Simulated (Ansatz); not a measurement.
HfC (model structure, F-43m, No. 216, 2 atoms in the cell) was calculated with LDA (Ansatz, a program for electronic structure, PAW).

Numerical settings: plane-wave cutoff 520 eV, 12×12×12 k mesh, Fermi–Dirac smearing 0.01 eV, scalar-relativistic PAW data made under PBE.

Cell (relaxed at this level):

```
CELL_PARAMETERS angstrom
      0.00000     2.47742     2.47742
      2.47742     0.00000     2.47742
      2.47742     2.47742     0.00000
ATOMIC_POSITIONS crystal
  Hf 0.00000 0.00000 0.00000
  C  0.25000 0.25000 0.25000
```

Q: Predict the band gap and direct gap at Γ.

A: 
band gap: 0.21 eV
direct gap at Γ: 6.02 eV

Note: the relaxation could raise the start's symmetry but not lower it, so the cell can be a saddle point.

Spin–orbit coupling is not included; it can close the smallest gap of 0.21 eV.

Static lattice: no zero-point or thermal effects.

A model structure was made by putting elements into a prototype or built by hand; it is no filed structure, need not be a known phase, and can be a saddle point held by its symmetry.
